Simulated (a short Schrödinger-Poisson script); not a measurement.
Solved with a short Schrödinger-Poisson script written for these runs: 1D Poisson equation in equilibrium, electrons quantum, Hartree (BenDaniel-Duke, 12 states a valley, the channel's in-plane mass for all, wave functions free to enter the dielectric), parabolic valleys, classical holes, full ionisation, no traps, pinning or gate leakage.

System: symmetric double-gate stack, Al2O3 on p-type GaN, at 77 K.

From the gate side: 3.1 nm Al2O3; 3 nm GaN, acceptors 7e15 cm⁻³; 3.1 nm Al2O3.

Constants are typed, rounded textbook-type inputs, not results; the design itself was drawn at random and stands for no fabricated device. Al2O3: permittivity 9, conduction-band edge (eV) 2.75, gap (eV) 6.8, electron mass (mₑ) 0.3. GaN: permittivity 9.5, conduction-band edge (eV) 0, gap (eV) 3.43, Nv at 300 K (cm⁻³) 4.6e19.

Channel valleys (confinement mass, in-plane density-of-states mass, number): Γ 0.2, 0.2, 1. At the gates, both at one voltage, the conduction-band edge of layer 1 lies 3.22 eV − eVg above the Fermi level of the channel. Gaps are held at their typed values at every temperature. Mesh 0.03 nm at interfaces.

Give the sheet density of all electrons at Vg = 1.15 V (cm⁻²); the lowest subband against the Fermi level at Vg = 1.15 V (meV); the gate voltage at 1e11 electrons/cm² (V).

sheet density of all electrons at Vg = 1.15 V (cm⁻²): 1.07e13; lowest subband against the Fermi level at Vg = 1.15 V (meV): -129; gate voltage at 1e11 electrons/cm² (V): 0.61. In real p-type GaN the Mg acceptor is only partly ionised, and so wide a gap doesn't supply an inversion layer without source and drain.
